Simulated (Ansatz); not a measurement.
Take CdTe in the zinc blende structure (space group F-43m, No. 216) as the base.

```
CELL_PARAMETERS angstrom
      0.00000     3.24436     3.24436
      3.24436     0.00000     3.24436
      3.24436     3.24436     0.00000
ATOMIC_POSITIONS crystal
  Cd 0.00000 0.00000 0.00000
  Te 0.25000 0.25000 0.25000
```

Cartesian axes are those of the cell as printed.

Method: PBEsol in Ansatz (plane waves to 420 eV, PAW, without spin-orbit coupling).

Strains are applied to the cell and any free atomic positions relax.

One change was made to it. Results:

The energy goes up by 3.4 meV/atom; the valley order (the lowest conduction-band minima on the path, energy above the VBM, named in the base's zone) changes from Γ 0.65 eV; L along ⟨111⟩ 1.74 eV to Γ 0.55 eV; L along [111] 1.68 eV; the valence-band top at Γ (three highest levels, from the VBM) becomes 0.00, 0.00, -0.08 eV (base: 0.00, 0.00, 0.00 eV); the pressure (mean of the normal stresses, compression positive) drops by 0.97 GPa to -0.96 GPa; the shortest interatomic distance rises by 0.0236 Å to 2.833 Å.

Problem. Which of these changes matches the shifts?
(A) uniaxial strain ε_zz = +1.00 %
(B) uniaxial strain ε_zz = +2.50 %
(C) uniaxial strain ε_zz = −3.00 %
(D) uniaxial strain ε_zz = +2.00 %
(E) uniaxial strain ε_zz = +3.00 %

Solution. B, uniaxial strain ε_zz = +2.50 %. For comparison, the valley order in the other runs: uniaxial strain ε_zz = +1.00 % gives Γ 0.61 eV; L along [111] 1.71 eV; uniaxial strain ε_zz = +2.00 % gives Γ 0.57 eV; L along [111] 1.69 eV; uniaxial strain ε_zz = −3.00 % gives Γ 0.67 eV; L along [1-11] 1.69 eV; uniaxial strain ε_zz = +3.00 % gives Γ 0.53 eV; L along [111] 1.67 eV.

Spin-orbit coupling, missing from the scalar runs, can matter with Te. The levels and masses belong to the bands next to the band gap. Stability against distortions was not tested.

Ansatz is a program for electronic structure.
